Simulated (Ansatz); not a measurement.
**Al2O3, point defects**

The reference is a 10-atom supercell of Al2O3 in the corundum structure (space group R-3c, No. 167) at its relaxed geometry.

```
Al2O3
1.0
    4.80798     0.00000     0.00000
   -2.40399     4.16383     0.00000
    0.00000    -2.77589     4.37387
Al O
4 6
Cartesian
  0.00000   2.77589   0.24660
  0.00000   0.00000   1.94034
  2.40399  -1.38794   4.12727
  2.40399   1.38794   2.43353
  1.47200   0.00000   3.28040
 -0.73600   1.27479   3.28040
  4.07198  -1.27479   3.28040
  0.93199   1.38794   1.09347
  3.13999   0.11316   1.09347
 -1.66799   2.66273   1.09347
```

One neutral defect a cell, atoms relaxed at fixed cell.

Computed with PBE, PAW, 420 eV (Ansatz, a first-principles code; without spin-orbit coupling), earlier PAW set.

```json
[
 {"variant": "perfect supercell", "pressure": "0.0 GPa", "largest displacement of a host atom from its site in the perfect cell": "–"},
 {"variant": "O on a Al site (antisite)", "pressure": "14.4 GPa", "largest displacement of a host atom from its site in the perfect cell": "0.37 Å"},
 {"variant": "Al vacancy", "pressure": "(withheld)", "largest displacement of a host atom from its site in the perfect cell": "(withheld)"},
 {"variant": "O vacancy, symmetric start", "pressure": "-2.5 GPa", "largest displacement of a host atom from its site in the perfect cell": "0.09 Å"}
]
```

**Question.** Complete the table.

**Answer.** 
- Al vacancy, pressure: 8.7 GPa
- Al vacancy, largest displacement of a host atom from its site in the perfect cell: 0.30 Å

The magnetic state is the one reached from the starting moments; the real material's order can differ, and small cells can't hold many antiferromagnetic ones. The cell is small, so the values are those of an ordered compound at a high defect concentration; dilute-limit values will differ. The mesh was chosen for an insulator and is coarse for the gapless case. Defects with a symmetric start kept the site's symmetry and may sit on a saddle; the others started slightly shaken. Seeded moments were not kept for O on a Al site (antisite) and O vacancy.
